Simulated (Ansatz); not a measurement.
Input and output of a self-consistent single point for Ca (Fm-3m, 1 atom in the cell) (Ansatz, an electronic-structure program)

Method of the run: PBEsol, default PAW files made with PBE (plane waves; Ansatz).

This input was run:

Ansatz 0.2 input:
```yaml
crystal:
  lattice:
    - [0.000000, 2.798370, 2.798370]
    - [2.798370, 0.000000, 2.798370]
    - [2.798370, 2.798370, 0.000000]
  atoms:
    - { symbol: Ca, position: [0.000000, 0.000000, 0.000000] }
basis:
  ecutwfc: 30.9 Ry
kpoints:
  mp_grid: { grid: [10, 10, 10] }
hamiltonian:
  xc: pbesol
  pseudopotentials: { kind: paw }
scf:
  occupations: { method: gaussian, width: 0.0073 Ry }
output:
  forces: true
  eigenvalues: true
  stress: true
```

Output (repeated stretches shortened):

```
WARN ansatz: RAYON_NUM_THREADS=1 ignored (pool sized by the plan → 1); use --threads N
Pseudopotentials: kind: paw
Pseudopotential: Ca, paw, valence charge 10
Crystal: 1 atoms, lattice volume = 43.827 Å³
Basis set: ecut = 420.4159175005146 eV, 869 PW (Γ), exchange–correlation on 54×54×54 points (8 copies of the dense FFT grid, shifted against one another)
Bands: 9, of which v1, the nominal top of the filled ones, is band 5 counted from 1 (4 counted from 0)
Symmetry: 48 space group operations
Space group: Fm-3m (ITA 225), of the structure as read, at distance tolerance 3.5e-5 Å
k-points: 47 of 1000
PAW frozen core: Ca, regenerated for the run's functional, and the local potential with it
Initial density: superposition of atomic densities (neutral atoms: chi_scale 0, normalization atom), corrected by the library's trained network
Initial wavefunctions: pseudopotential atomic-orbital guess
Eigensolver: davidson
Functional: x = pbesol(κ = 0.804, μ = 0.12345679012345678), c = pbesol(β = 0.046)
SCF iter   1: F=—  HF=-1793.724557 eV  |F-HF|=—  |Δ(HF+E_count)|=         —  Δρ=2.09e-3  dr2=2.06e-3  ethr=1.77e-3  ⟨swp⟩=5.6  Hψ=3396  notcnv=0
all-band conjugate gradients solve this SCF's bands
preconditioner: auto → none
SCF iter   2: F=—  HF=-1793.724022 eV  |F-HF|=—  |Δ(HF+E_count)|=   5.35e-4  Δρ=9.67e-4  dr2=4.88e-4  ethr=2.06e-5  ⟨swp⟩=2.1  Hψ=968  notcnv=0
SCF iter   3: F=—  HF=-1793.723861 eV  |F-HF|=—  |Δ(HF+E_count)|=   1.60e-4  Δρ=1.50e-4  dr2=1.14e-5  ethr=4.88e-6  ⟨swp⟩=2.7  Hψ=664  notcnv=0
SCF iter   4: F=—  HF=-1793.723859 eV  |F-HF|=—  |Δ(HF+E_count)|=   2.43e-6  Δρ=3.05e-5  dr2=7.12e-7  ethr=1.14e-7  ⟨swp⟩=2.9  Hψ=652  notcnv=0
iter 5 did not close the SCF: its close was put off for the readings that it lacked (scf_convergence_deferred on its scf_iter line)
SCF iter   5: F=-1793.723858 eV  HF=-1793.723858 eV  |F-HF|=3.82e-8  |Δ(HF+E_count)|=   3.16e-7  Δρ=7.96e-6  dr2=5.45e-8  ethr=7.12e-9  ⟨swp⟩=2.6  Hψ=671  notcnv=0
SCF iter   6: F=-1793.723858 eV  HF=-1793.723858 eV  |F-HF|=5.91e-12  |Δ(HF+E_count)|=   2.31e-8  Δρ=3.06e-7  dr2=1.67e-11  ethr=5.45e-10  ⟨swp⟩=2.2  Hψ=1492  notcnv=0
SCF 1 converged in 6 iterations: F = -1793.723858 eV  dr2 = 1.67e-11
SCF converged after 6 iterations
Free energy (F): -1793.723858 eV
Harris-Foulkes:  -1793.723858 eV  (|F-HF|=5.91e-12)
Internal energy: -1793.717532 eV  (E = F + TS)
E sigma→0 (E₀):  -1793.720695 eV
Entropy (-TS):   -0.006326 eV (-6.326 meV/atom)
Fermi energy:    4.637735 eV
--- Per-component energies (eV) ---
  E_band       = -178.352783
  E_kinetic    = 274.726163
  E_local      = -860.313393  (includes V_loc(G=0)·N_el)
  E_nonlocal   = 64.603846
  E_hartree    = 287.607029
  E_xc         = -133.968988
  E_vxc        = -167.823211  (∫ρ·V_xc dr)
  E_paw        = -836.679869  (= ΣΔE_a)
  E_vpaw       = -64.760176  (= ΣTr[D̂ρ^β])
  E_aug_tail   = -0.000006  (compensation charges beyond the density's cutoff)
  E_ewald      = -589.811108
  E_core_change = 0.118794  (= ΣΔE_core)
  E_smearing   = -0.006326  (= −TS)
  E_closure    = -0.000000  (closes the sum)
  Σ components = -1793.723858   (vs F -1793.723858, Δ=0.00e0)
--- Forces (eV/Å), atoms counted from 1 ---
  atom   1  Ca     0.00000000     0.00000000    -0.00000000
  max |Σ_I F_I| component: 8.22e-32 eV/Å
--- Stress (GPa, compression-positive) ---
       -1.233638      -0.000000       0.000000
       -0.000000      -1.233638      -0.000000
       -0.000000       0.000000      -1.233638
  P = ⅓ Tr σ = -1.2336 GPa (-12.336 kbar)
  The stress holds the Pulay correction. Without it, at fixed plane waves, as pw.x and ABINIT print it: P = -1.2345 GPa
--- Band table (eV; the first three rows and the last of 47) ---
  k-point 0: bands = ["-37.3335", "-18.3305", "-18.3305", "-18.3305", "0.6533", "6.8882", "6.8882", "6.8882", "7.9159"]
  k-point 1: bands = ["-37.3324", "-18.3422", "-18.3321", "-18.3321", "0.8185", "6.7147", "6.9481", "6.9481", "7.8663"]
  k-point 2: bands = ["-37.3295", "-18.3729", "-18.3364", "-18.3364", "1.2989", "6.2774", "7.0334", "7.0334", "7.8448"]
  k-point 46: bands = ["-37.3181", "-18.4211", "-18.3995", "-18.3761", "4.7510", "5.2470", "5.3368", "7.2308", "8.7492"]
```

The run converged in 6 iterations.

The starting cell has typed, rounded lattice constants, without a prior relaxation at this level. Its lattice was rescaled by up to half a per cent. Ansatz's pressure includes its estimate of the finite-basis (Pulay) stress.
